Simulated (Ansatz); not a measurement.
# What holes 1.0×10^22 cm⁻³ does to BN

Take BN in the zinc blende structure (space group F-43m, No. 216; a = 3.625 Å) as the base.

Now apply this change: 0.119 holes added to each cell, a density of 1.0×10^22 cm⁻³, with a uniform compensating background at fixed cell and a 300 K Fermi–Dirac width.

Calculations: PBE (Ansatz, an electronic-structure program), no spin-orbit coupling. Γ-centred 36×36×36 mesh, Fermi–Dirac width 0.0259 eV.

The gap between the host's bands goes up by 0.203 eV to 4.67 eV and the gap character is still indirect, Γ → X. The Fermi level relative to the doped band's edge (positive inside the band; to 0.05 eV) is +0.70 eV.

Charged cell with a jellium background: band edges are those of the host's band count, energies are not comparable with the neutral cell, and many-body gap narrowing is missing. Semilocal Kohn–Sham gaps tend to fall short of experiment. Stability against distortions was not tested.
